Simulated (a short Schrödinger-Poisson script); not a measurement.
System: MOS inversion layer, Si3N4 on p-type Si(100), at 300 K.

```csv
layer,material,thickness (nm),Na (cm⁻³)
1,Si3N4,4.8,-
2,Si,280,2.3e18
```

The device is made up for the run: typed textbook-type constants, with dimensions and the other settings drawn at random. Si3N4: permittivity 7.5, conduction-band edge (eV) 1.95, gap (eV) 5.1, electron mass (mₑ) 0.5. Si: permittivity 11.7, conduction-band edge (eV) 0, gap (eV) 1.124, Nv at 300 K (cm⁻³) 3.1e19.

Channel valleys (confinement mass, in-plane density-of-states mass, number): Δ2 0.916, 0.19, 2; Δ4 0.19, 0.417, 4. At the gate the conduction-band edge of layer 1 lies 2.09 eV − eVg above the Fermi level of the channel; the field vanishes at the back. Gaps are held at their typed values at every temperature. Mesh 0.03 nm at interfaces.

From a short Schrödinger-Poisson script (our own, NumPy): 1D Poisson equation in equilibrium, electrons classical, Boltzmann, parabolic valleys, classical holes, full ionisation, no traps, pinning or gate leakage.

The same stack at other levels of the model or other numerical settings:

```
run                                          sheet density of all electrons at Vg = 2.2 V (cm⁻²)  sheet density of all electrons at Vg = 1 V (cm⁻²)  capacitance at Vg = 2.2 V (μF/cm²)  centroid of the channel electrons at Vg = 2.2 V (nm)  rough cost against the base
-------------------------------------------  ---------------------------------------------------  -------------------------------------------------  ----------------------------------  ----------------------------------------------------  ---------------------------
base                                                                                     1.13e13                                            1.65e12                                1.34                                                  0.22                      about 1
electrons treated as classical, Fermi-Dirac                                                    ?                                            1.57e12                                1.28                                                  0.38                            8
electrons treated as quantum, Hartree                                                          ?                                            7.03e11                                1.23                                                     ?                           50
mesh six times as coarse                                                                 1.11e13                                            1.57e12                                1.32                                                  0.32                          0.7
```

### Question
Some entries are withheld; supply them.

### Answer

- electrons treated as quantum, Hartree, centroid of the channel electrons at Vg = 2.2 V (nm): 1.04
- electrons treated as quantum, Hartree, sheet density of all electrons at Vg = 2.2 V (cm⁻²): 9.37e12
- electrons treated as classical, Fermi-Dirac, sheet density of all electrons at Vg = 2.2 V (cm⁻²): 1.08e13

The classical rows ignore confinement, and Boltzmann statistics overrate the density once the band edge passes the Fermi level.
